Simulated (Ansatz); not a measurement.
# Defect calculation: Y_Hf+V_O in monoclinic HfO2

Method: PBE, PAW (plane waves to 420 eV; Ansatz, a quantum-chemistry and plane-wave program). The supercell holds 96 host sites (2×2×2 repeats of the unit cell), with a 2×2×2 shifted k-point sampling for the final energies. Sites at the start: the Hf site; O(1,3-fold) 2.15 Å away. Energies of charged states are corrected for periodic images (point charge plus alignment at distant sites). Dielectric constants: PBE linear response of the host. Host gap at this level: 4.04 eV. A cell of this size leaves errors of a few tenths of an eV. PBE underestimates the host's gap, which shifts levels and can delocalise carriers. Spin–orbit coupling is left out, which matters for these heavy elements. Each state is the lowest found from its start.

```csv
charge,moment (μB),point group,largest move off a lattice site (Å),image correction with alignment (eV)
+1,not spin-polarised,C1,0.31,-0.09
0,1.0,C1,0.16,0.00
```

Point groups are those of the whole cell at tolerances of 0.03 and 0.1 Å ("near" where only the looser one holds); none is given for unsettled states.

Transition levels above the valence-band maximum: ε(+1/0) = 2.88 eV. On the lower envelope of the bound states, inside the gap: (+1/0) at 2.88 eV.

Flagged in the runs: a host whose relaxation on this sampling wasn't shown to rest, a strain field that reaches the edge of the cell.

All states together cost around 3.0 core-hours (rough).
